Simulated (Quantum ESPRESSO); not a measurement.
# Habitual settings against a tight run: Cd3Ni (Pm-3m, 4 atoms in the cell)

Self-consistent single point.

```
CELL_PARAMETERS angstrom
      4.28252     0.00000     0.00000
      0.00000     4.28252     0.00000
      0.00000     0.00000     4.28252
ATOMIC_POSITIONS crystal
  Cd 0.00000 0.50000 0.50000
  Cd 0.50000 0.00000 0.50000
  Cd 0.50000 0.50000 0.00000
  Ni 0.00000 0.00000 0.00000
```

Method: LDA (PZ), GBRV 1.5 ultrasoft (LDA) pseudopotentials (plane waves; Quantum ESPRESSO).

Base settings: ecutwfc = 50 Ry; ecutrho = 400 Ry; occupations = smearing; smearing = marzari-vanderbilt; degauss = 0.0099958 Ry; potentials = {Cd: cd_lda_v1.uspp.F.UPF, Ni: ni_lda_v1.4.uspp.F.UPF}; K_POINTS = automatic 5 5 5 1 1 1; conv_thr = 1e-10 Ry; mixing_beta = 0.7.

Tight run (finer mesh or higher cutoff; not a proven limit): ecutwfc: 50 Ry → 70 Ry; ecutrho: 400 Ry → 560 Ry; conv_thr: 1e-10 Ry → 7.3e-11 Ry; K_POINTS: automatic 5 5 5 1 1 1 → automatic 7 7 7 1 1 1. It gave Fermi level (on the code's own zero) 11.31 eV; pressure -12.61 GPa.

Quick runs, as changes from the base:
- A: the base itself
- B: ecutwfc: 50 Ry → 30 Ry; ecutrho: 400 Ry → 240 Ry; conv_thr: 1e-10 Ry → 7.3e-05 Ry; pseudopotentials: {Cd: cd_lda_v1.uspp.F.UPF, Ni: ni_lda_v1.4.uspp.F.UPF} → {Cd: Cd.pbe-dn-rrkjus_psl.0.3.1.UPF, Ni: ni_pbe_v1.4.uspp.F.UPF}; K_POINTS: automatic 5 5 5 1 1 1 → automatic 1 1 1 1 1 1; input_dft: default → pbesol [PBEsol]
- C: ecutwfc: 50 Ry → 35 Ry; ecutrho: 400 Ry → 280 Ry; K_POINTS: automatic 5 5 5 1 1 1 → automatic 4 4 4 1 1 1
- D: ecutwfc: 50 Ry → 30 Ry; ecutrho: 400 Ry → 240 Ry; pseudopotentials: {Cd: cd_lda_v1.uspp.F.UPF, Ni: ni_lda_v1.4.uspp.F.UPF} → {Cd: Cd.pbe-dn-rrkjus_psl.0.3.1.UPF, Ni: ni_pbe_v1.4.uspp.F.UPF}; K_POINTS: automatic 5 5 5 1 1 1 → automatic 3 3 3 1 1 1; input_dft: default → pbesol [PBEsol]
- E: ecutwfc: 50 Ry → 25 Ry; ecutrho: 400 Ry → 200 Ry; smearing: marzari-vanderbilt → gaussian; degauss: 0.0099958 Ry → 0.036749 Ry; K_POINTS: automatic 5 5 5 1 1 1 → automatic 2 2 2 1 1 1

Energies are extrapolated to zero smearing width, which holds to low order in the width alone (under cold and Methfessel-Paxton smearing the free energy itself is taken).

Dashes: energy of B, D, another energy zero; pressure of B, not trusted under this conv_thr with d or f elements.

† marks runs with another functional, U, potentials or spin treatment: their distance from the tight run is not a convergence error alone.

The count of work is k-points × plane waves × bands × iterations; it is no time. 

The starting cell comes from a database of computed structures (which also holds hypothetical and non-ambient phases and stackings), without a prior relaxation at this level. Its lattice was rescaled by a random factor within 2.5 % of one. Spin polarisation is off. In the base run, with a pressure of about -13 GPa the cell is away from its equilibrium volume at this level.

| run | energy less tight (meV/atom) | pressure less tight (GPa) | count of work / tight |
|---|---|---|---|
| A | 76.2 | -0.66 | 0.30 |
| B† | – | – | 0.015 |
| C | 185.7 | -7.86 | 0.065 |
| D† | – | -51.48 | 0.049 |
| E | 2998.1 | -112.46 | 0.011 |

Among the runs at the tight run's level, the energy misses run from 76.2 to 2998.1 meV/atom.

Left out of this page: 1 run of the series outside the window shown, repeating another row's setting, or not comparable.
